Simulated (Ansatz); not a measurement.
Consider Au in the hcp (Mg type) structure (space group P6_3/mmc, No. 194; a = 2.862 Å, c = 4.802 Å; relaxed with 0.1 eV smearing).

Calculations: Ansatz (a first-principles code) PBEsol, scalar-relativistic without spin-orbit coupling.

For the base:

```
Property   Result
--------  -------
Pressure  0.0 GPa
Band gap     zero
```

Perturbation: the cell is scaled by 0.9631 in all directions; the atoms relax in the strained cell.

Task: What does the calculation give for the energy relative to the base after the change?

Result: The energy grows by 135 meV/atom.

Task: How does this affect the pressure?

Result: The pressure (mean of the normal stresses, compression positive) goes from zero to 27.1 GPa.

Task: What does the calculation give for the band gap after the change?

Result: The band gap remains zero.

No phonon test of stability was made. The base started in Cmcm and relaxed to P6_3/mmc at this level. This is not the structure that Au has at room temperature and ambient pressure.
